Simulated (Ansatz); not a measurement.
Ansatz (a first-principles code) run on GeRh (Pm, 8 atoms in the cell): self-consistent single point

Method: LDA (PW92), default PAW files made with PBE (plane waves; Ansatz).

Input:

Ansatz 0.2 input:
```yaml
crystal:
  lattice:
    - [5.64433600, 0.00000000, 0.00000000]
    - [0.00000000, 3.27744000, 0.00000000]
    - [0.00000000, 0.00000000, 6.42521200]
  atoms:
    - { symbol: Ge, position: [0.80826000, 0.75000000, 0.44421200] }
    - { symbol: Ge, position: [0.19174000, 0.25000000, 0.56357000] }
    - { symbol: Ge, position: [0.69174000, 0.25000000, 0.93643000] }
    - { symbol: Ge, position: [0.30826000, 0.75000000, 0.06357000] }
    - { symbol: Rh, position: [0.99544000, 0.75000000, 0.79662000] }
    - { symbol: Rh, position: [0.00456000, 0.25000000, 0.20338000] }
    - { symbol: Rh, position: [0.50456000, 0.25000000, 0.29662000] }
    - { symbol: Rh, position: [0.49544000, 0.75000000, 0.70338000] }
basis:
  ecutwfc: 420.0 eV
kpoints:
  mp_grid: { grid: [4, 7, 3] }
hamiltonian:
  xc: lda
  pseudopotentials: { kind: paw }
scf:
  occupations: { method: gaussian, width: 0.1 eV }
output:
  forces: true
  eigenvalues: true
  stress: true
```

Output, abridged:

```
WARN ansatz: RAYON_NUM_THREADS=1 ignored (pool sized by the plan → 1); use --threads N
Pseudopotentials: kind: paw
Pseudopotential: Ge, paw, valence charge 14
Pseudopotential: Rh, paw, valence charge 17
Crystal: 8 atoms, lattice volume = 118.860 Å³
Basis set: ecut = 420 eV, 2313 PW (Γ)
Bands: 75, of which v1, the nominal top of the filled ones, is band 62 counted from 1 (61 counted from 0)
Symmetry: 2 space group operations
Space group: Pm (ITA 6), of the structure as read, at distance tolerance 4.9e-5 Å
k-points: 28 of 84 (time reversal used)
PAW frozen core: Ge, regenerated for the run's functional, and the local potential with it
PAW frozen core: Rh, regenerated for the run's functional, and the local potential with it
Initial density: superposition of atomic densities (neutral atoms: chi_scale 0, normalization atom), corrected by the library's trained network
Initial wavefunctions: pseudopotential atomic-orbital guess
Eigensolver: davidson
Functional: x = slater, c = lda
SCF iter   1: F=—  HF=-41982.169429 eV  |F-HF|=—  |Δ(HF+E_count)|=         —  Δρ=1.12e-2  dr2=1.45e-1  ethr=1.77e-3  ⟨swp⟩=5.2  Hψ=6928  notcnv=0  defer=43
all-band conjugate gradients solve this SCF's bands
preconditioner: auto → Kerker (q_TF=auto, 2.748 Å⁻¹)
SCF iter   2: F=—  HF=-41982.148904 eV  |F-HF|=—  |Δ(HF+E_count)|=   2.05e-2  Δρ=5.47e-3  dr2=3.90e-2  ethr=1.17e-4  ⟨swp⟩=1.0  Hψ=2436  notcnv=0  defer=54
SCF iter   3: F=—  HF=-41982.141715 eV  |F-HF|=—  |Δ(HF+E_count)|=   7.19e-3  Δρ=1.11e-3  dr2=1.31e-3  ethr=3.14e-5  ⟨swp⟩=2.0  Hψ=2411  notcnv=0  defer=54
SCF iter   4: F=—  HF=-41982.141132 eV  |F-HF|=—  |Δ(HF+E_count)|=   5.83e-4  Δρ=4.71e-4  dr2=3.92e-4  ethr=1.06e-6  ⟨swp⟩=2.0  Hψ=2616  notcnv=0  defer=54
SCF iter   5: F=—  HF=-41982.140990 eV  |F-HF|=—  |Δ(HF+E_count)|=   1.42e-4  Δρ=1.50e-4  dr2=3.20e-5  ethr=3.16e-7  ⟨swp⟩=2.0  Hψ=3164  notcnv=0  defer=54
SCF iter   6: F=—  HF=-41982.140982 eV  |F-HF|=—  |Δ(HF+E_count)|=   7.31e-6  Δρ=2.98e-5  dr2=1.14e-6  ethr=2.58e-8  ⟨swp⟩=2.0  Hψ=3174  notcnv=0  defer=54
SCF iter   7: F=—  HF=-41982.140982 eV  |F-HF|=—  |Δ(HF+E_count)|=   1.40e-7  Δρ=8.80e-6  dr2=1.40e-7  ethr=9.18e-10  ⟨swp⟩=2.1  Hψ=3665  notcnv=0  defer=54
SCF iter   8: F=-41982.140982 eV  HF=-41982.140982 eV  |F-HF|=2.06e-8  |Δ(HF+E_count)|=   2.09e-8  Δρ=2.73e-6  dr2=2.41e-8  ethr=8.06e-11  ⟨swp⟩=8.6  Hψ=7618  notcnv=0
SCF 1 converged in 8 iterations: F = -41982.140982 eV  dr2 = 2.41e-8
SCF converged after 8 iterations
Free energy (F): -41982.140982 eV
Harris-Foulkes:  -41982.140982 eV  (|F-HF|=2.06e-8)
Internal energy: -41982.125020 eV  (E = F + TS)
E sigma→0 (E₀):  -41982.133001 eV
Entropy (-TS):   -0.015962 eV (-1.995 meV/atom)
Fermi energy:    16.931996 eV
--- Per-component energies (eV) ---
  E_band       = -812.889761
  E_kinetic    = 2759.956433
  E_local      = -15074.692760  (includes V_loc(G=0)·N_el)
  E_nonlocal   = 3135.663836
  E_hartree    = 6061.855927
  E_xc         = -1190.005441
  E_vxc        = -1382.180925  (∫ρ·V_xc dr)
  E_paw        = -21627.893927  (= ΣΔE_a)
  E_vpaw       = -2375.351418  (= ΣTr[D̂ρ^β])
  E_aug_tail   = 0.004276  (compensation charges beyond the density's cutoff)
  E_ewald      = -16057.136598
  E_core_change = 10.123234  (= ΣΔE_core)
  E_smearing   = -0.015962  (= −TS)
  E_closure    = 0.000000  (closes the sum)
  Σ components = -41982.140982   (vs F -41982.140982, Δ=0.00e0)
--- Forces (eV/Å), atoms counted from 1 ---
  atom   1  Ge    -0.02469083     0.00000000    -0.55235483
  atom   2  Ge     0.13552476     0.00000000    -0.02689390
  atom   3  Ge     0.08669103     0.00000000     0.06927603
  atom   4  Ge    -0.11325511     0.00000000     0.08802171
  atom   5  Rh     0.00626253     0.00000000     0.23099783
  atom   6  Rh    -0.03546337     0.00000000     0.04014876
  atom   7  Rh     0.08978172     0.00000000     0.13188487
  atom   8  Rh    -0.14485572     0.00000000     0.01891973
  max |Σ_I F_I| component: 5.00e-6 eV/Å
--- Stress (GPa, compression-positive) ---
       -4.345834       0.000000       0.072460
        0.000000      -5.158052       0.000000
        0.072460       0.000000      -3.604602
  P = ⅓ Tr σ = -4.3695 GPa (-43.695 kbar)
  The stress holds the Pulay correction. Without it, at fixed plane waves, as pw.x and ABINIT print it: P = -4.4357 GPa
--- Band table (eV; the first three rows and the last of 28) ---
  k-point 0: bands = ["-61.2500", "-61.2332", "-61.2194", "-61.2024", "-29.4287", "-29.3869", "-29.2800", "-29.2717", "-29.2324", "-29.2030", "-29.1963", "-29.1658", "-29.1630", "-29.1437", "-29.1292", "-29.1090", "-7.5948", "-7.5805", "-7.5791", [...]
  k-point 1: bands = ["-61.2499", "-61.2335", "-61.2191", "-61.2025", "-29.4282", "-29.3873", "-29.2787", "-29.2707", "-29.2291", "-29.2104", "-29.1937", "-29.1668", "-29.1621", "-29.1464", "-29.1264", "-29.1100", "-7.5943", "-7.5805", "-7.5778", [...]
  k-point 2: bands = ["-61.2495", "-61.2327", "-61.2190", "-61.2020", "-29.4275", "-29.3859", "-29.2772", "-29.2688", "-29.2317", "-29.2052", "-29.2004", "-29.1760", "-29.1609", "-29.1501", "-29.1384", "-29.1180", "-7.5958", "-7.5822", "-7.5672", [...]
  k-point 27: bands = ["-61.2415", "-61.2363", "-61.2119", "-61.2057", "-29.3367", "-29.3335", "-29.3022", "-29.2920", "-29.2502", "-29.2398", "-29.2190", "-29.2176", "-29.1751", "-29.1736", "-29.1651", "-29.1595", "-7.5868", "-7.5745", "-7.5714", [...]
```

The run converged in 8 iterations.

The starting cell comes from a database of computed structures (which also holds hypothetical and non-ambient phases and stackings), without a prior relaxation at this level. Its lattice was rescaled by up to half a per cent. One atom was moved a little off its site on purpose. Spin polarisation is off. With a pressure of about -4 GPa the cell is away from its equilibrium volume at this level. Ansatz's pressure includes its estimate of the finite-basis (Pulay) stress.
